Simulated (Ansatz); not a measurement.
Consider SiC in the zinc blende structure (space group F-43m, No. 216).

```cif
data_C4Si4
_chemical_formula_sum 'Si4 C4'
_space_group_name_H-M_alt 'F-43m'
_space_group_IT_number 216
_space_group_name_Hall 'F -4 2 3'
_cell_length_a 4.32898
_cell_length_b 4.32898
_cell_length_c 4.32898
_cell_angle_alpha 90.000
_cell_angle_beta 90.000
_cell_angle_gamma 90.000
loop_
_atom_site_label
_atom_site_type_symbol
_atom_site_symmetry_multiplicity
_atom_site_Wyckoff_symbol
_atom_site_fract_x
_atom_site_fract_y
_atom_site_fract_z
_atom_site_occupancy
Si1 Si 4 a 0.00000 0.00000 0.00000 1
C1 C 4 d 0.75000 0.75000 0.75000 1
```
(The calculation used a cell of 2 atoms; values per cell refer to that cell.)

Method: LDA (Ansatz, a quantum-chemistry and plane-wave program), no spin-orbit coupling.

Before the change:

The band gap is 1.30 eV and the volume per atom is 10.14 Å³. The electron mass comes out as 0.68 mₑ along k, 0.23 mₑ across (at X).

It is then changed as follows: a hydrostatic pressure of 4.5 GPa.

Task: What does the calculation give for the band gap, volume per atom and electron mass after the change?

Result: The band gap decreases by 0.02 eV, from 1.30 eV to 1.28 eV; the volume per atom drops by 0.19 Å³ (10.14 Å³ → 9.95 Å³); the electron mass changes from 0.68 mₑ along k, 0.23 mₑ across (at X) to 0.67 mₑ along k, 0.22 mₑ across (at X).

Load acts through the strain it causes; cell and atoms are relaxed under it. Masses are band curvatures over ±0.01 Å⁻¹ around the edge. Along k means along the line from Γ to the band edge. No phonon test of stability was made.
